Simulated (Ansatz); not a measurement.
## Defect calculation: H interstitial in zinc-blende InAs

All values below come from PBE, PAW (plane waves to 420 eV; Ansatz, a program for electronic structure). Details: 64-site cell; 2×2×2 shifted k-points; start: void with 4As nearest; no spin–orbit coupling; the functional closes the host's gap; not converged in cell size.

Neighbours after relaxation, in Å: of the H atom: As 1.56, In 2.86, In 2.86, In 2.86, As 3.04, As 3.04, As 3.04.

The name describes the start; the neighbours show where the atoms ended.

| charge | moment (μB) | largest move off a lattice site (Å) |
|---|---|---|
| 0† | fractional | 0.38 |

† Not settled in this cell, so no level is given: charge 0: fractional moment, a level filled in part.

Starting moments that weren't kept: charge 0 began with 1 μB and ended with 0.5.

Not the lowest form: the same atoms on another site or from another start ended lower, by 0.20 eV at charge 0.
